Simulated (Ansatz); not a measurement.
Take TaC in the rock salt structure (space group Fm-3m, No. 225) as the base.

Space group Fm-3m (No. 225); a = b = c = 4.440 Å, α = β = γ = 90.00°

| atom | site | symmetry | x | y | z |
|---|---|---|---|---|---|
| C | 4a | m-3m | 0.0000 | 0.0000 | 0.0000 |
| Ta | 4b | m-3m | 0.5000 | 0.5000 | 0.5000 |
(The calculation used a cell of 2 atoms; values per cell refer to that cell.)

The other end (x = 1) is TaTe in the rock salt structure (space group Fm-3m, No. 225; a hypothetical phase, not in the database extracts checked): 22.23 Å³/atom, gap zero; this end may not be an ambient phase.

Calculations: PBEsol in Ansatz (plane waves to 420 eV, PAW, without spin-orbit coupling).

Te replaces a fraction x of C; each row is one arrangement (x, atoms in the cell, starting space group or random), fully relaxed.

One change was made to it. Results:

The deviation of the volume from the linear (Vegard-type) interpolation comes out as +2.1 %; the mixing energy amounts to +0.83 eV/atom (to 0.01 eV only: unlike meshes or grids) (against an end that may be hypothetical); the band gap stays zero.

**Question.** Name the change that was made.
A) x(Te) = 0.5, 8 atoms, I4_1/amd
B) x(Te) = 0.333, 6 atoms, I4/mmm
C) x(Te) = 0.25, 8 atoms, Pm-3m
D) x(Te) = 0.25, 8 atoms, I4/mmm

**Answer.** D, x(Te) = 0.25, 8 atoms, I4/mmm. For comparison, the deviation of the volume from the linear in the other runs: x(Te) = 0.5, 8 atoms, I4_1/amd gives +5.5 %; x(Te) = 0.25, 8 atoms, Pm-3m gives +2.6 %; x(Te) = 0.333, 6 atoms, I4/mmm gives +2.8 %.

Each cell is one ordered arrangement of few atoms, which overstates ordering effects compared with a random alloy. Stability against distortions was not tested. The final runs are not spin-polarised. An odd electron count without spin: TaC, TaTe and Ta3TeC2. TaTe and Ta2TeC have a high density of states at the Fermi level and may be magnetic at this level.

Ansatz is an electronic-structure program.
